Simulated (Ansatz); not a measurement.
The reference is MgS in the rock salt structure (space group Fm-3m, No. 225).

```yaml
crystal:
  lattice:
    - [0.00000, 2.61485, 2.61485]
    - [2.61485, 0.00000, 2.61485]
    - [2.61485, 2.61485, 0.00000]
  atoms:
    - { symbol: S, position: [0.00000, 0.00000, 0.00000] }
    - { symbol: Mg, position: [0.50000, 0.50000, 0.50000] }
```

Method: PBE, PAW, 420 eV (Ansatz, a quantum-chemistry and plane-wave program; spin-orbit coupling left out).

Base values:

- Band gap = 2.76 eV
- Lattice parameter a = 5.230 Å

One thing is altered: a hydrostatic pressure of 100 GPa.

### Question
How does this affect the band gap and lattice parameter a?

### Answer
The band gap falls by 0.72 eV, from 2.76 eV to 2.04 eV; the lattice parameter a decreases by 0.7975 Å (5.230 Å → 4.432 Å).

Load acts through the strain it causes; cell and atoms are relaxed under it. No phonon test of stability was made. No other phases were tried under pressure.
